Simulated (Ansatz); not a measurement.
Consider Ag2O (space group Pn-3m, No. 224; a = 4.812 Å).

Calculations: PBE, PAW, 420 eV (Ansatz, a quantum-chemistry and plane-wave program; no SOC).

Base values:

| Property | Value |
|---|---|
| Pressure | 0.0 GPa |

Perturbation: an isotropic linear strain of −3.00 %; the atoms relax in the strained cell.

### Question
What does the calculation give for the energy relative to the base after the change?

### Answer
The energy increases by 37 meV/atom.

### Question
What does the calculation give for the pressure after the change?

### Answer
The pressure goes from zero to 8.1 GPa.

No phonon test of stability was made. No Hubbard U is applied, and correlation can decide whether such a compound is a metal. The final runs are not spin-polarised.
